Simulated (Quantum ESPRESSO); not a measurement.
Worked example: self-consistent single point of SiO2 (P4_2/mnm, 6 atoms in the cell) in Quantum ESPRESSO.

Computed with BLYP, GBRV 1.5 ultrasoft (PBE) pseudopotentials (plane waves; Quantum ESPRESSO).

```
SiO2
1.0
    4.14681     0.00000     0.00000
    0.00000     4.14681     0.00000
    0.00000     0.00000     2.63854
Si O
2 4
Cartesian
  2.07341   2.07341   1.31927
  0.00000   0.00000   0.00000
  2.87440   2.87440   0.00000
  1.27241   1.27241   0.00000
  3.34581   0.80100   1.31927
  0.80100   3.34581   1.31927
```

Reference input (self-consistent single point, DFT, PBE, plane waves, GBRV 1.5 ultrasoft (PBE) pseudopotentials): ecutwfc = 40 Ry; ecutrho = 200 Ry; occupations = fixed; potentials = {Si: si_pbe_v1.uspp.F.UPF, O: o_pbe_v1.2.uspp.F.UPF}; K_POINTS = automatic 6 6 8 0 0 0; nbnd = 22; conv_thr = 1e-11 Ry; mixing_beta = 0.7. This run's input differs from it in these lines:

```diff
@@ -18,2 +18,3 @@
     nbnd = 22
+    input_dft = 'blyp'
 /
```

Output, abridged:

```
     Self-consistent Calculation

     iteration #  1     ecut=    40.00 Ry     beta= 0.70

     total energy              =    -148.09157030 Ry
     estimated scf accuracy    <       1.37858341 Ry

     iteration #  2     ecut=    40.00 Ry     beta= 0.70

     total energy              =    -148.53617838 Ry
     estimated scf accuracy    <       0.65494236 Ry

     iteration #  3     ecut=    40.00 Ry     beta= 0.70

     total energy              =    -148.64547458 Ry
     estimated scf accuracy    <       0.00546915 Ry

   [... 6 blocks of this kind left out ...]

     iteration # 10     ecut=    40.00 Ry     beta= 0.70

     total energy              =    -148.64817595 Ry
     estimated scf accuracy    <          2.4E-11 Ry

     iteration # 11     ecut=    40.00 Ry     beta= 0.70
     End of self-consistent calculation

     highest occupied, lowest unoccupied level (ev):    11.3124   17.7225

!    total energy              =    -148.64817595 Ry
     estimated scf accuracy    <          5.5E-12 Ry

     convergence has been achieved in  11 iterations

     Forces acting on atoms (cartesian axes, Ry/au):

     atom    1 type  1   force =     0.00000000    0.00000000    0.00000000
     atom    2 type  1   force =     0.00000000    0.00000000    0.00000000
     atom    3 type  2   force =     0.01349228    0.01349228   -0.00000000
     atom    4 type  2   force =    -0.01349228   -0.01349228   -0.00000000
     atom    5 type  2   force =    -0.01349228    0.01349228    0.00000000
     atom    6 type  2   force =     0.01349228   -0.01349228    0.00000000

     Total force =     0.038162     Total SCF correction =     0.000001

          total   stress  (Ry/bohr**3)                   (kbar)     P=      291.89
   0.00185625   0.00000000   0.00000000          273.06        0.00        0.00
   0.00000000   0.00185625   0.00000000            0.00      273.06        0.00
   0.00000000   0.00000000   0.00224018            0.00        0.00      329.54

   JOB DONE.
```

The run converged in 11 iterations. Against the reference run the pressure goes from 21.35 to 29.19 GPa, the largest force goes from 0.456 to 0.491 eV/Å and the gap on the mesh goes from 6.188 to 6.410 eV. The full log also holds: “c_bands:  1 eigenvalues not converged”.

The starting cell comes from a database of computed structures (which also holds hypothetical and non-ambient phases and stackings), without a prior relaxation at this level. Its lattice was rescaled by a random factor within 2.5 % of one. With a pressure of about 29 GPa the cell is away from its equilibrium volume at this level.
